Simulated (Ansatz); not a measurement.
**Effective masses and thermopower of monolayer SnSe₂**

Given:

```xyz
3
Lattice="3.9455 0.0000 0.0000 -1.9728 3.4169 0.0000 0.0000 0.0000 19.0997" Properties=species:S:1:pos:R:3 pbc="T T T"
Sn     0.0000     0.0000     9.5499
Se     0.0000     2.2779    11.1201
Se     1.9728     1.1390     7.9796
```

Computed with PBE, rigid bands (plane waves, PAW, scalar-relativistic; Ansatz, an electronic-structure program). Condition of this run: biaxial strain +2 %. How the cell was made: cell and atoms relaxed with PBE, then loaded as said.

- band gap = 0.86 eV
- electron conductivity mass (300 K, dilute) = 0.36 mₑ
- effective density of states N_c (300 K) = 1.4e13 cm⁻²
- Seebeck coefficient, n-type 1.9e12 cm⁻², 300 K = -338 μV/K

Rigid bands; masses and Seebeck coefficients take one relaxation time τ for all states and one kind of carrier; polarons and phonon drag are left out. Spin-orbit coupling is left out.

Model free-standing layer, not matched to a measured one here: monolayer SnSe2.
